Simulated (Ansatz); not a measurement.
Abridged Ansatz (a quantum-chemistry and plane-wave program) output:

```
Pseudopotential: Rh, paw, valence charge 17
Crystal: 1 atoms, lattice volume = 14.109 Å³
Basis set: ecut = 500 eV, 369 PW (Γ), exchange–correlation on 80×80×80 points (64 copies of the dense FFT grid, shifted against one another)
Bands: 13, of which v1, the nominal top of the filled ones, is band 9 counted from 1 (8 counted from 0)
Symmetry: 48 space group operations
k-points: 286 of 9261
Functional: x = r2scan, c = r2scan; τ floored in thin density (d = 2e-4 eV/Å³)
SCF iter   1: F=—  HF=-6415.220950 eV  |F-HF|=—  |Δ(HF+E_count)|=         —  Δρ=8.73e-2  dr2=1.01e0  dr2_τ=2.44e-2  ethr=3.10e-3  ⟨swp⟩=5.6  Hψ=20401  notcnv=0
SCF iter   2: F=—  HF=-6414.961256 eV  |F-HF|=—  |Δ(HF+E_count)|=   2.60e-1  Δρ=3.29e-2  dr2=7.28e-2  dr2_τ=4.28e-2  ethr=3.10e-3  ⟨swp⟩=2.8  Hψ=9593  notcnv=0  defer=8
SCF 1 converged in 8 iterations: F = -6414.955797 eV  dr2 = 7.26e-11
SCF converged after 8 iterations
Free energy (F): -6414.955797 eV
Internal energy: -6414.937311 eV  (E = F + TS)
E sigma→0 (E₀):  -6414.946554 eV
Entropy (-TS):   -0.018486 eV (-18.486 meV/atom)
Fermi energy:    21.318661 eV
--- Forces (eV/Å), atoms counted from 1 ---
  atom   1  Rh    -0.00000000     0.00000000     0.00000000
--- Stress (GPa, compression-positive) ---
       -0.008508       0.000000      -0.000000
        0.000000      -0.008508       0.000000
        0.000000       0.000000      -0.008508
  P = ⅓ Tr σ = -0.0085 GPa (-0.085 kbar)
```

### Question
What was computed, and what are the main results?

### Answer
Rh, 1 atom in the cell, with r2SCAN (Ansatz; PAW; 500 eV plane waves; without spin-orbit coupling), earlier PAW set. The last SCF converged to F = -6414.955797 eV, or -6414.9558 eV per atom, at a pressure of -0.01 GPa. The total energy compares only with runs of the same code, potentials and settings.

Whether these cells are dynamically stable was not tested. The final runs are not spin-polarised. The cell was made from Mo by this change: Mo → Rh; the result is a model cell, its experimental status unchecked. Rh has a high density of states at the Fermi level and may be magnetic at this level. This is not the structure that Rh has at room temperature and ambient pressure.
